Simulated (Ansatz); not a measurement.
Consider BP in the zinc blende structure (space group F-43m, No. 216; a = 4.491 Å).

Method: LDA, PAW, 420 eV (Ansatz, a quantum-chemistry and plane-wave program; no SOC).

For the base:

```
Quantity                        Result
-----------------------------  -------
Width of the top valence band  5.67 eV
Smallest direct gap            3.43 eV
```

Now apply this change: an isotropic linear strain of −1.00 %; the atoms relax in the strained cell.

Q: Estimate the effect on the energy relative to the base, width of the top valence band and smallest direct gap.

A: The energy increases by 5.7 meV/atom; the width of the top valence band increases by 0.18 eV (5.67 eV → 5.85 eV); the smallest direct gap grows by 0.05 eV to 3.48 eV.

Whether these cells are dynamically stable was not tested.
